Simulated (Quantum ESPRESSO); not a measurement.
## A short convergence ladder for a (001) slab of CO2 (cut from a parent of space group no. 64; 6 atoms in the cell)

```xyz
6
Lattice="3.5670 0.0000 0.0000 -3.2149 3.5496 0.0000 0.0000 0.0000 18.7327" Properties=species:S:1:pos:R:3 pbc="T T T"
C      0.0000     0.0000    11.0181
C      1.9596     1.7748     7.7146
O     -0.6221     0.6868    10.3035
O      0.9742     2.8628    11.7327
O      2.5816     1.0880     7.0000
O      1.3375     2.4616     8.4292
```

Base method: PBEsol, GBRV 1.5 ultrasoft (PBESOL) pseudopotentials (plane waves; Quantum ESPRESSO).

Base settings: ecutwfc = 40 Ry; ecutrho = 200 Ry; occupations = smearing; smearing = fermi-dirac; degauss = 0.00147 Ry; mixing_mode = local-TF; potentials = {C: c_pbesol_v1.2.uspp.F.UPF, O: o_pbesol_v1.2.uspp.F.UPF}; K_POINTS = automatic 4 4 1 0 0 0; conv_thr = 1e-09 Ry; mixing_beta = 0.2.

The count of work is k-points × plane waves × bands × iterations; it is no time. Core times come from one kind of shared machine, to one figure; runs under 30 s give none.

**The depth of the slab**

The mesh stays at the base's, so the ladder's end is converged at best in this setting alone.

Only quantities that move along the ladder and can be compared are tabulated.

```csv
atoms,gap on the mesh (eV),count of work / last,core time / last (rough)
6,6.837,0.12,0.10
12,6.662,0.42,0.3
18,6.605,1.0,1
```

Smallest size that holds the gap on the mesh within 0.1 eV: not settled: the last two steps still differ by 0.057 eV, over half the tolerance, so the ladder does not show it.

On the base run: the starting cell comes from a database of computed structures (which also holds hypothetical and non-ambient phases and stackings), without a prior relaxation at this level. The slab is cut from that crystal, and its faces are unrelaxed. Its lattice was rescaled by up to half a per cent. Spin polarisation is off, though cut faces can carry moments; a gap of a slab can lie between surface states.
